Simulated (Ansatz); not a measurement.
C: pressure series

The parent structure is C (space group I4/mmm, No. 139; a model cell, its experimental status unchecked).

```
C
1.0
   -2.17820     2.17820     1.24946
    2.17820    -2.17820     1.24946
    2.17820     2.17820    -1.24946
C
4
Direct
  0.18031   0.18031   0.36062
  0.18031   0.81969   0.00000
  0.81969   0.18031   0.00000
  0.81969   0.81969   0.63938
```

Cell and atoms are relaxed at each pressure.

Calculations: DFT with PBEsol, PAW potentials and a 420 eV plane-wave cutoff in Ansatz (an electronic-structure program), no spin-orbit coupling.

```csv
P (GPa),V (Å³/atom)
0.29,5.924
0.69,5.918
1.50,5.907
3.00,5.886
5.00,5.859
7.50,5.826
10.00,5.793
```

**Question.** Fit a third-order Birch–Murnaghan equation of state.

**Answer.** Least squares on P(V) = (3B₀/2)[(V₀/V)^(7/3) − (V₀/V)^(5/3)]·[1 + (3/4)(B₀′ − 4)((V₀/V)^(2/3) − 1)] gives V₀ = 5.93 Å³/atom, B₀ = 416 GPa and B₀′ = 3.7.

Load acts through the strain it causes; cell and atoms are relaxed under it. Whether these cells are dynamically stable was not tested. No other phases were tried under pressure. This is not the structure that C has at room temperature and ambient pressure.
